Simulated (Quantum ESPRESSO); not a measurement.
Worked example: self-consistent single point of SrTiO₃ (I4/mcm, 10 atoms in the cell) in Quantum ESPRESSO.

Method of the run: PBEsol, GBRV 1.5 ultrasoft (PBESOL) pseudopotentials (plane waves; Quantum ESPRESSO 7.5).

```
CELL_PARAMETERS angstrom
      2.78491    -2.78491     3.95636
      2.78491     2.78491     3.95636
     -2.78491    -2.78491     3.95636
ATOMIC_POSITIONS crystal
  Sr 0.50000 0.25000 0.75000
  Sr 0.50000 0.75000 0.25000
  Ti 0.00000 0.00000 0.00000
  Ti 0.00000 0.50000 0.50000
  O  0.95808 0.27096 0.77096
  O  0.04192 0.72904 0.22904
  O  0.50000 0.22904 0.27096
  O  0.50000 0.77096 0.72904
  O  0.00000 0.75000 0.75000
  O  0.00000 0.25000 0.25000
```

Reference input (self-consistent single point, DFT, PBEsol, plane waves, GBRV 1.5 ultrasoft (PBESOL) pseudopotentials): ecutwfc = 50 Ry; ecutrho = 400 Ry; occupations = smearing; smearing = gauss; degauss = 0.00147 Ry; potentials = {Sr: sr_pbesol_v1.uspp.F.UPF, Ti: ti_pbesol_v1.4.uspp.F.UPF, O: o_pbesol_v1.2.uspp.F.UPF}; K_POINTS = automatic 4 4 4 0 0 0; conv_thr = 1e-09 Ry. This run's input differs from it in these lines:

```diff
@@ -15,4 +15,4 @@
   ntyp = 3,
-  ecutwfc = 50,
-  ecutrho = 400,
+  ecutwfc = 100,
+  ecutrho = 800,
   occupations = 'smearing',
```

Output, abridged:

```
     Self-consistent Calculation

     iteration #  1     ecut=   100.00 Ry     beta= 0.70

---- Real-time Memory Report at c_bands before calling an iterative solver
          1071 MiB given to the printing process from OS
           349 MiB allocation reported by mallinfo(arena+hblkhd)
------------------

     negative rho (up, down):  1.305E-01 0.000E+00

     total energy              =    -572.39286587 Ry
     estimated scf accuracy    <       1.75083691 Ry

     iteration #  2     ecut=   100.00 Ry     beta= 0.70

---- Real-time Memory Report at c_bands before calling an iterative solver
   [... lines left out ...]
          1309 MiB given to the printing process from OS
           424 MiB allocation reported by mallinfo(arena+hblkhd)
------------------

     negative rho (up, down):  1.345E-01 0.000E+00

     total energy              =    -573.28775870 Ry
     estimated scf accuracy    <          1.3E-09 Ry

     iteration # 13     ecut=   100.00 Ry     beta= 0.70

---- Real-time Memory Report at c_bands before calling an iterative solver
          1309 MiB given to the printing process from OS
           424 MiB allocation reported by mallinfo(arena+hblkhd)
------------------

     negative rho (up, down):  1.345E-01 0.000E+00
     End of self-consistent calculation

     the Fermi energy is     9.9609 ev

!    total energy              =    -573.28775870 Ry
     estimated scf accuracy    <          6.7E-11 Ry
     smearing contrib. (-TS)   =      -0.00000000 Ry
     internal energy E=F+TS    =    -573.28775870 Ry

     convergence has been achieved in  13 iterations

     negative rho (up, down):  1.345E-01 0.000E+00

     Forces acting on atoms (cartesian axes, Ry/au):

     atom    1 type  1   force =     0.00000000    0.00000000    0.00000000
     atom    2 type  1   force =     0.00000000    0.00000000    0.00000000
     atom    3 type  2   force =    -0.00000000    0.00000000   -0.00000000
     atom    4 type  2   force =    -0.00000000    0.00000000    0.00000000
     atom    5 type  3   force =     0.00014907   -0.00014907   -0.00000000
   [... lines left out ...]
     Total force =     0.000422     Total SCF correction =     0.000002
   [... lines left out ...]

     negative rho (up, down):  1.345E-01 0.000E+00
          total   stress  (Ry/bohr**3)                   (kbar)     P=      -70.10
  -0.00047396  -0.00000000   0.00000000          -69.72       -0.00        0.00
  -0.00000000  -0.00047396   0.00000000           -0.00      -69.72        0.00
  -0.00000000   0.00000000  -0.00048158           -0.00        0.00      -70.84

   JOB DONE.
```

The run converged in 13 iterations. Against the reference run the free energy drops by 7.7 meV/atom, the pressure goes from -7.15 to -7.01 GPa, the largest force stays at 0.005 eV/Å and the gap on the mesh stays at 1.858 eV.

The starting cell comes from a database of computed structures (which also holds hypothetical and non-ambient phases and stackings), without a prior relaxation at this level. Its lattice was rescaled by a random factor within 2.5 % of one.

Cost on one core of a shared machine: roughly 9 min.
